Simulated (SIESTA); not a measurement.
A self-consistent single point of YB2 (P6/mmm, 3 atoms in the cell) with SIESTA.

Method of the run: GGA PBEsol, numerical atomic orbitals DZP, PseudoDojo PBEsol standard norm-conserving potentials (rewritten from UPF to PSML) (SIESTA 5.4.2).

The change in words: lattice scaled by 0.98. Reference geometry:
```
CELL_PARAMETERS angstrom
      3.30084     0.00000     0.00000
     -1.65042     2.85861     0.00000
      0.00000     0.00000     3.86250
ATOMIC_POSITIONS crystal
  Y  0.00000 0.00000 0.00000
  B  0.33333 0.66667 0.50000
  B  0.66667 0.33333 0.50000
```

Reference input (self-consistent single point, DFT, GGA PBEsol, numerical atomic orbitals DZP, PseudoDojo PBEsol standard norm-conserving potentials (rewritten from UPF to PSML)): XC.functional = GGA; XC.authors = PBEsol; potentials = PseudoDojo PBEsol standard; PAO.BasisSize = DZP; PAO.EnergyShift = 0.01 Ry; MeshCutoff = 400 Ry; kgrid.MonkhorstPack = 8 8 6; OccupationFunction = FD; ElectronicTemperature = 1160.45 K; MaxSCFIterations = 150; SCF.Mixer.Method = Broyden; SCF.Mixer.Weight = 0.25. This run's input differs from it in these lines:

```diff
@@ -12,5 +12,5 @@
 %block LatticeVectors
-     6.237683581    0.000000000    0.000000000
-    -3.118841791    5.401991887    0.000000000
-     0.000000000    0.000000000    7.299067156
+     6.112929532    0.000000000    0.000000000
+    -3.056465711    5.293952465    0.000000000
+     0.000000000    0.000000000    7.153085813
 %endblock LatticeVectors
@@ -19,4 +19,4 @@
      0.000000000    0.000000000    0.000000000  1
-    -0.000001650    1.905741620    1.931250000  2
-     1.650421650    0.952869380    1.931250000  2
+    -0.000001951    1.867626934    1.892625000  2
+     1.617412951    0.933812066    1.892625000  2
 %endblock AtomicCoordinatesAndAtomicSpecies
```

Log, with long lists cut:

```
        iscf     Eharris(eV)        E_KS(eV)     FreeEng(eV)     dDmax    Ef(eV) dHmax(eV)
   scf:    1    -1250.981366    -1269.168293    -1269.194629  1.507737 -7.163931  4.934049
   scf:    2    -1271.330812    -1270.430340    -1270.459287  0.085001 -7.268331  2.000893
   scf:    3    -1270.687931    -1270.634047    -1270.663476  0.052039 -7.316223  0.172843
   scf:    4    -1270.597593    -1270.624574    -1270.654435  0.025558 -7.289266  0.392429
   scf:    5    -1270.643889    -1270.638800    -1270.668715  0.011202 -7.304963  0.004182
   scf:    6    -1270.638810    -1270.638806    -1270.668711  0.000360 -7.305078  0.009357
   scf:    7    -1270.638819    -1270.638813    -1270.668716  0.000109 -7.305445  0.005762
   scf:    8    -1270.638819    -1270.638816    -1270.668718  0.000086 -7.305676  0.003856
   scf:    9    -1270.638819    -1270.638818    -1270.668719  0.000059 -7.305834  0.002533
   scf:   10    -1270.638818    -1270.638818    -1270.668719  0.000042 -7.306005  0.000516
SCF Convergence by DM+H criterion
max |DM_out - DM_in|         :     0.0000420540
max |H_out - H_in|      (eV) :     0.0005155442
SCF cycle converged after 10 iterations

Using DM_out to compute the final energy and forces

siesta: E_KS(eV) =            -1270.6388

siesta: E_KS - E_eggbox =     -1270.6388

siesta: Atomic forces (eV/Ang):
     1    0.000000    0.000000    0.000000
     2    0.000027   -0.000016   -0.000000
     3   -0.000027    0.000016   -0.000000
   Tot    0.000000    0.000000   -0.000000
   Max    0.000027
   Res    0.000015    sqrt( Sum f_i^2 / 3N )
   Max    0.000027    constrained

Stress tensor Voigt[x,y,z,yz,xz,xy] (kbar):      -66.64      -66.64      -33.40       -0.00       -0.00        0.00
(Free)E + p*V (eV/cell)    -1269.4791
Target enthalpy (eV/cell)    -1270.6687

   [... lines left out ...]
siesta: FreeEng =     -1270.668719
siesta: Cell volume =         34.302539 Ang**3
siesta:          55.56261291         55.56351659  kBar
   [... lines left out ...]
              0.050   0.038   0.041   0.038   0.050
   3  3.544   0.831   0.206   0.431   0.422   0.431   0.335   0.335   0.335
              0.050   0.038   0.041   0.038   0.050

mulliken: Qtot =       17.000

Mulliken Atomic Populations:
Atom #   charge [q] valence [e]  Species
     1     1.088353    9.911647  Y
     2    -0.544176    3.544176  B
     3    -0.544176    3.544176  B
 Total    -0.000000
```

The run converged in 10 iterations. Against the reference run the free energy is nearly the same (within 1 meV/atom) and the pressure goes from -5.14 to 5.56 GPa.

The starting cell comes from a database of computed structures (which also holds hypothetical and non-ambient phases and stackings), without a prior relaxation at this level. For this run, on top of that: lattice scaled by 0.98. Values carry the incompleteness of an atom-centred basis. With a pressure of about 6 GPa the cell is away from its equilibrium volume at this level.
